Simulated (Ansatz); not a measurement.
C11b WSi2, treated with rVV10 (PAW; Ansatz, a first-principles code).

Settings: plane-wave cutoff 520 eV, 24×24×24 k mesh, Fermi–Dirac smearing 0.05 eV, no spin polarisation, scalar-relativistic PAW data made under PBE.

The cell is scaled about its equilibrium volume:

Shape and atoms are relaxed at each volume.

```json
[
 {"V (Å³/atom)": "13.269", "P (GPa)": "9.36", "c (Å)": "7.809", "a (Å)": "3.193"},
 {"V (Å³/atom)": "13.545", "P (GPa)": "4.42", "c (Å)": "7.855", "a (Å)": "3.217"},
 {"V (Å³/atom)": "13.822", "P (GPa)": "0.00", "c (Å)": "7.899", "a (Å)": "3.240"},
 {"V (Å³/atom)": "14.098", "P (GPa)": "-3.95", "c (Å)": "7.944", "a (Å)": "3.263"},
 {"V (Å³/atom)": "14.375", "P (GPa)": "-7.49", "c (Å)": "7.989", "a (Å)": "3.286"}
]
```

Note: the bulk modulus comes from volumes at which shape and atoms were relaxed.
